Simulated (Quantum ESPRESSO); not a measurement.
Variants of one calculation on Nb₅Si₃B (P6_3/mcm, 18 atoms in the cell)

```
Nb5Si3B
1.0
    7.63496     0.00000     0.00000
   -3.81748     6.61207     0.00000
    0.00000     0.00000     5.28395
Nb Si B
10 6 2
Direct
  0.33333   0.66667   0.00000
  0.66667   0.33333   0.00000
  0.66667   0.33333   0.50000
  0.33333   0.66667   0.50000
  0.75269   0.00000   0.75000
  0.24731   0.00000   0.25000
  0.75269   0.75269   0.25000
  0.24731   0.24731   0.75000
  0.00000   0.75269   0.75000
  0.00000   0.24731   0.25000
  0.40182   0.00000   0.75000
  0.59818   0.00000   0.25000
  0.40182   0.40182   0.25000
  0.59818   0.59818   0.75000
  0.00000   0.40182   0.75000
  0.00000   0.59818   0.25000
  0.00000   0.00000   0.00000
  0.00000   0.00000   0.50000
```

Base run A: LDA (PZ), GBRV 1.5 ultrasoft (LDA) pseudopotentials in Quantum ESPRESSO 7.5, self-consistent single point.

Its settings: ecutwfc = 40 Ry; ecutrho = 320 Ry; occupations = smearing; smearing = fermi-dirac; degauss = 0.0099958 Ry; potentials = {Nb: nb_lda_v1.uspp.F.UPF, Si: si_lda_v1.uspp.F.UPF, B: b_lda_v1.4.uspp.F.UPF}; K_POINTS = automatic 5 5 7 0 0 0; conv_thr = 1e-11 Ry.

The starting cell comes from a database of computed structures (which also holds hypothetical and non-ambient phases and stackings), without a prior relaxation at this level. Its lattice was rescaled by a random factor within 2.5 % of one. Spin polarisation is off. In the base run, with a pressure of about -8 GPa the cell is away from its equilibrium volume at this level.

ΔF is the free energy per atom less that of run A. 

Run A gave: pressure (GPa) -7.72; largest force (eV/Å) 0.157.

Runs:
- B: lattice scaled by 1.03; ecutwfc: 40 Ry → 24 Ry; ecutrho: 320 Ry → 192 Ry
- C: degauss: 0.0099958 Ry → 0.0018375 Ry
- D: smearing: fermi-dirac → marzari-vanderbilt; degauss: 0.0099958 Ry → 0.0036749 Ry
- E: diagonalization: default → rmm-davidson
- F: mixing_beta: default → 0.2; mixing_mode: default → local-TF

What does run D change against A?

The free energy goes up by 13.7 meV/atom, the pressure goes from -7.72 to -7.89 GPa and the largest force goes from 0.157 to 0.120 eV/Å.

What does run B change against A?

The free energy goes up by 217 meV/atom, the pressure goes from -7.72 to -24.39 GPa and the largest force goes from 0.157 to 0.429 eV/Å.

What does run C change against A?

The free energy rises by 13.3 meV/atom, the pressure goes from -7.72 to -7.89 GPa and the largest force goes from 0.157 to 0.119 eV/Å.

| run | ΔF (meV/atom) | pressure (GPa) | largest force (eV/Å) |
|---|---|---|---|
| A | 0.00 | -7.72 | 0.157 |
| B | 216.5 | -24.39 | 0.429 |
| C | 13.3 | -7.89 | 0.119 |
| D | 13.7 | -7.89 | 0.120 |
| E | 0.00 | -7.72 | 0.157 |
| F | 0.00 | -7.72 | 0.157 |
